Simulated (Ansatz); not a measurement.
Base system: Pt in the fcc (Cu type) structure (space group Fm-3m, No. 225; a = 3.9701 Å).

The values are results of DFT with PBE, PAW potentials and a 420 eV plane-wave cutoff in Ansatz (a program for electronic structure), without spin-orbit coupling, earlier PAW set, not measurements.

Before the change:

The lattice parameter a comes out as 397.0 pm and the band gap comes out as zero.

The change: a hydrostatic pressure of 50 GPa.

Problem. What happens to the lattice parameter a?

Solution. The lattice parameter a decreases by 17.9 pm, from 397.0 pm to 379.1 pm.

Problem. Estimate the effect on the band gap.

Solution. The band gap stays zero.

Load acts through the strain it causes; cell and atoms are relaxed under it. Whether these cells are dynamically stable was not tested. No other phases were tried under pressure. The final runs are not spin-polarised.
